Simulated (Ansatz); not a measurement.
Band structure of ScSi2Cu2 (I4/mmm, 5 atoms in the cell).

```xyz
5
Lattice="-1.9028 1.9028 5.0138 1.9028 -1.9028 5.0138 1.9028 1.9028 -5.0138" Properties=species:S:1:pos:R:3 pbc="T T T"
Sc     0.0000     0.0000     0.0000
Si     0.0000     0.0000     6.1522
Si     0.0000     0.0000     3.8754
Cu     1.9028     0.0000     2.5069
Cu     0.0000     1.9028     2.5069
```

Method of the run: LDA (PW92), PAW files made with PBE (plane waves; Ansatz, a first-principles code).

Settings: basis.ecutwfc = 30.9 Ry; kpoints.mp_grid.grid = 9 9 9; hamiltonian.xc = lda; hamiltonian.pseudopotentials = {kind: paw} (the program's default PAW files); scf.occupations.method = fermi_dirac; scf.occupations.width = 0.01 Ry; kpoints.band_path.npoints = 8.

The starting cell comes from a database of computed structures (which also holds hypothetical and non-ambient phases and stackings), without a prior relaxation at this level. Its lattice was rescaled by a random factor within 2.5 % of one. Spin polarisation is off.

Levels in eV from the Fermi level, bands 25 to 32:
```json
[
 {"point": "Γ", "25": "-2.78", "26": "-1.51", "27": "-1.51", "28": "-0.79", "29": "0.67", "30": "0.67", "31": "1.60", "32": "2.61"},
 {"point": "X", "25": "-3.51", "26": "-3.25", "27": "-2.30", "28": "-2.21", "29": "-2.06", "30": "2.10", "31": "2.22", "32": "2.45"},
 {"point": "Y", "25": "-3.52", "26": "-2.86", "27": "-2.30", "28": "-2.02", "29": "-1.76", "30": "1.81", "31": "2.07", "32": "2.22"},
 {"point": "S", "25": "-3.73", "26": "-1.67", "27": "-1.48", "28": "-1.28", "29": "0.79", "30": "1.47", "31": "2.19", "32": "2.27"},
 {"point": "Z", "25": "-1.72", "26": "-1.72", "27": "-1.31", "28": "-0.48", "29": "1.30", "30": "1.30", "31": "1.56", "32": "2.40"},
 {"point": "S1", "25": "-3.73", "26": "-1.67", "27": "-1.48", "28": "-1.28", "29": "0.79", "30": "1.47", "31": "2.19", "32": "2.27"},
 {"point": "N", "25": "-3.68", "26": "-3.00", "27": "-1.24", "28": "-0.07", "29": "0.04", "30": "1.41", "31": "2.08", "32": "2.25"},
 {"point": "P", "25": "-3.49", "26": "-2.87", "27": "-2.87", "28": "-2.08", "29": "-2.08", "30": "1.08", "31": "2.67", "32": "2.74"},
 {"point": "Y1", "25": "-3.52", "26": "-2.86", "27": "-2.30", "28": "-2.02", "29": "-1.76", "30": "1.81", "31": "2.07", "32": "2.22"}
]
```

Bands cross the Fermi level along this path, so the cell is metallic at this level.

Keys are those of Ansatz 0.2.
